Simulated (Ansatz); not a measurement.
The reference is BaTiO₃ in the cubic perovskite structure (space group Pm-3m, No. 221; a = 3.970 Å).

Calculations: PBEsol (Ansatz, a first-principles code; PAW; 420 eV plane waves; no spin-orbit coupling).

Before the change:

Band gap: 1.82 eV
Gap character: indirect, R → Γ

Now apply this change: the cell is scaled by 0.9760 in all directions, atoms relaxed at fixed cell.

Q: What happens to the band gap, hole mass and gap character?

A: The band gap goes up by 0.12 eV, from 1.82 eV to 1.94 eV; the hole mass (degenerate bands, along [100]) comes out as 0.30, 0.98, 0.98 mₑ (at Γ); the gap character changes from indirect, R → Γ to direct at Γ.

The cells carry an imposed strain or load. Masses are band curvatures over ±0.01 Å⁻¹ around the edge. Whether these cells are dynamically stable was not tested. All final runs are without spin polarisation. Many cubic perovskites are stable only at high temperature; tilts and polar distortions were not tested. This is not the structure that BaTiO3 has at room temperature and ambient pressure.
